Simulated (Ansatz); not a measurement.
## ZnO: response to strain

Consider ZnO in the wurtzite structure (space group P6_3mc, No. 186; a = 3.279 Å, c = 5.294 Å). Axes: x lies along a and z along c of the hexagonal cell.

Strains are applied to the cell and any free atomic positions relax; under biaxial strain the out-of-plane vector relaxes too.

All numbers come from PBE, PAW, 420 eV (Ansatz, an electronic-structure program; spin-orbit coupling left out).

```json
[
 {"biaxial strain, plane normal [001], relaxed out of plane (%)": "0", "out-of-plane strain (%)": "0.00"},
 {"biaxial strain, plane normal [001], relaxed out of plane (%)": "0.6", "out-of-plane strain (%)": "-0.55"},
 {"biaxial strain, plane normal [001], relaxed out of plane (%)": "1.2", "out-of-plane strain (%)": "?"},
 {"biaxial strain, plane normal [001], relaxed out of plane (%)": "1.8", "out-of-plane strain (%)": "-1.70"},
 {"biaxial strain, plane normal [001], relaxed out of plane (%)": "2.4", "out-of-plane strain (%)": "-2.28"},
 {"biaxial strain, plane normal [001], relaxed out of plane (%)": "3", "out-of-plane strain (%)": "-2.88"}
]
```

Fit ε⊥ = −νε + γε² (strains in %) to the rows shown and predict the withheld row.

Least squares on the printed values gives ν = 0.91 (the biaxial Poisson response) and γ = -0.015 (largest residual 0.00 %); this predicts -1.12 %, and the run gives -1.12 %, in agreement.

No phonon test of stability was made.
